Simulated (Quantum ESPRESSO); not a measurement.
# Quick settings and what they miss: Ga3Ni2 (P-3m1, 5 atoms in the cell)

Self-consistent single point.

```yaml
crystal:
  lattice:
    - [4.07187, 0.00000, 0.00000]
    - [-2.03593, 3.52634, 0.00000]
    - [0.00000, 0.00000, 4.93883]
  atoms:
    - { symbol: Ga, position: [0.66667, 0.33333, 0.36004] }
    - { symbol: Ga, position: [0.33333, 0.66667, 0.63996] }
    - { symbol: Ga, position: [0.00000, 0.00000, 0.00000] }
    - { symbol: Ni, position: [0.66667, 0.33333, 0.85756] }
    - { symbol: Ni, position: [0.33333, 0.66667, 0.14244] }
```

Computed with PBEsol, PseudoDojo standard norm-conserving (PBESOL) pseudopotentials (plane waves; Quantum ESPRESSO 7.5).

Base settings: ecutwfc = 100 Ry; occupations = smearing; smearing = fd; degauss = 0.0036749 Ry; potentials = {Ga: Ga.upf, Ni: Ni.upf}; K_POINTS = automatic 6 6 5 0 0 0; conv_thr = 1e-11 Ry; mixing_beta = 0.5.

Tight run (finer mesh or higher cutoff; not a proven limit): ecutwfc: 100 Ry → 140 Ry; conv_thr: 1e-11 Ry → 7.3e-11 Ry; K_POINTS: automatic 6 6 5 0 0 0 → automatic 9 9 7 0 0 0. It gave Fermi level (on the code's own zero) 14.39 eV; pressure -6.17 GPa; largest force (vector length) 0.114 eV/Å.

Quick runs, as changes from the base:
- A: the base itself
- B: ecutwfc: 100 Ry → 50 Ry; K_POINTS: automatic 6 6 5 0 0 0 → automatic 4 4 4 0 0 0
- C: smearing: fd → gauss; degauss: 0.0036749 Ry → 0.036749 Ry; K_POINTS: automatic 6 6 5 0 0 0 → automatic 4 4 4 0 0 0; potentials: PseudoDojo standard norm-conserving (LDA) [LDA (PW92)]
- D: ecutwfc: 100 Ry → 60 Ry; conv_thr: 1e-11 Ry → 7.3e-06 Ry; K_POINTS: automatic 6 6 5 0 0 0 → automatic 3 3 3 1 1 1
- E: ecutwfc: 100 Ry → 60 Ry; conv_thr: 1e-11 Ry → 7.3e-05 Ry; K_POINTS: automatic 6 6 5 0 0 0 → automatic 6 6 6 1 1 1; potentials: PseudoDojo standard norm-conserving (LDA) [LDA (PW92)]
- F: ecutwfc: 100 Ry → 80 Ry; K_POINTS: automatic 6 6 5 0 0 0 → automatic 6 6 6 0 0 0

Energies are extrapolated to zero smearing width, which holds to low order in the width alone (under cold and Methfessel-Paxton smearing the free energy itself is taken).

Dashes: energy of C, E, another energy zero; pressure of D, E, not trusted under this conv_thr with d or f elements; time of D, under 30 s.

† marks runs with another functional, U, potentials or spin treatment: their distance from the tight run is not a convergence error alone.

The count of work is k-points × plane waves × bands × iterations; it is no time. Core times come from one kind of shared machine and are given to one figure; runs under 30 s give none.

The starting cell comes from a database of computed structures (which also holds hypothetical and non-ambient phases and stackings), without a prior relaxation at this level. Its lattice was rescaled by a random factor within 2.5 % of one. Spin polarisation is off. In the base run, with a pressure of about -6 GPa the cell is away from its equilibrium volume at this level.

```tsv
run	energy less tight (meV/atom)	pressure less tight (GPa)	largest miss in a force vector (eV/Å)	count of work / tight	core time / tight (rough)
A	5.0	0.17	0.022	0.25	0.2
B	11962.9	-675.99	0.158	0.037	0.04
C†	–	-4.44	0.032	0.10	0.1
D	2412.3	–	0.065	0.025	–
E†	–	–	0.081	0.12	0.05
F	41.4	-5.71	0.026	0.23	0.1
```

Among the runs at the tight run's level, the energy misses run from 5.0 to 11962.9 meV/atom.
